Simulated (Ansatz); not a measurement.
**TiC: transverse stress against strain**

TiC (rock salt, Fm-3m, 9.892 Å³/atom at rest, cube axes along x, y and z) under a strain ε along a cube axis (axis z), the other axes held. PBEsol in Ansatz, a plane-wave DFT program (PAW, default set), 420 eV, 23×23×23 Γ-centred mesh, Fermi-Dirac smearing 0.10 eV; ions are relaxed within the symmetry of each cell. Stress is positive for a compressed cell.

Here s stands for strain and y for stress xx.

```
strain (%)  stress xx (GPa)
----------  ---------------
-1.50                  1.90
-1.00                  1.26
-0.50                  0.62
0.00                   0.00
0.50                  -0.61
1.00                  -1.21
1.50                  -1.80
3.00                      ?
```

Fit y against s with a straight line, and predict the withheld value at s = 3.00.

Means: s 0, y 0.023. About the means, the sum of products is -8.6350 and the sum of squares of s is 7.0000; the slope is their ratio. Least squares gives y = 0.023 - 1.2336·s. Residuals (row less fit): 0.027, 0.003, -0.020, -0.023, -0.016, 0.001, 0.027; standard error 0.023 (degrees of freedom: 5). The slope gives the elastic constant C12 = 123 ± 0.9 GPa. At the withheld row, y = 0.023 - 1.2336 × 3.0 = -3.678 GPa. The calculation gives -3.50 GPa, 0.178 GPa above the prediction (3.3 % of the range of y in the table). The row lies outside the fitted rows, so this is an extrapolation. From the scatter of the fitted rows alone, a prediction at this place has a standard error of 0.036 GPa, so the miss is 4.9 times that.

One order more, fitted to all 13 runs of the series, follows each within 0.01, so the miss is the next term of a smooth law. In a metal these values are sensitive to mesh and smearing; energies are taken to zero smearing, stresses follow the free energy. Rows are the converged runs of the series near zero and its far end; series whose fitted rows scatter by over a few per cent of the range, as at a crossing or softening among them, aren't shown in this form. Most that stay on the fit to the last digits aren't either.
